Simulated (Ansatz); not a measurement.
Element substitutions in Os

Start from Os in the hcp (Mg type) structure (space group P6_3/mmc, No. 194; a = 2.729 Å, c = 4.306 Å).

Each row replaces one element on all its sites; cell and atoms are relaxed.

All numbers come from plane-wave PAW DFT at the PBEsol level (Ansatz, a quantum-chemistry and plane-wave program, 420 eV), scalar-relativistic without spin-orbit coupling.

| case | shortest interatomic distance | c/a ratio |
|---|---|---|
| base | 2.668 Å | 1.578 |
| Os → Pt | 2.729 Å | 1.720 |
| Os → W | [?] | [?] |
| Os → Ru | [?] | 1.577 |

Problem. What belongs in the blanks?

Solution. 
- Os → W, shortest interatomic distance: 2.752 Å
- Os → W, c/a ratio: 1.779
- Os → Ru, shortest interatomic distance: 2.631 Å

Whether these cells are dynamically stable was not tested. For Pt and W in this form, whether it has been made was not checked. All final runs are without spin polarisation. Pt lies near a magnetic instability that expansion can trigger; it was not tested. Pt has a high density of states at the Fermi level and may be magnetic at this level. This is not the structure that Pt has at room temperature and ambient pressure. This is not the structure that W has at room temperature and ambient pressure.
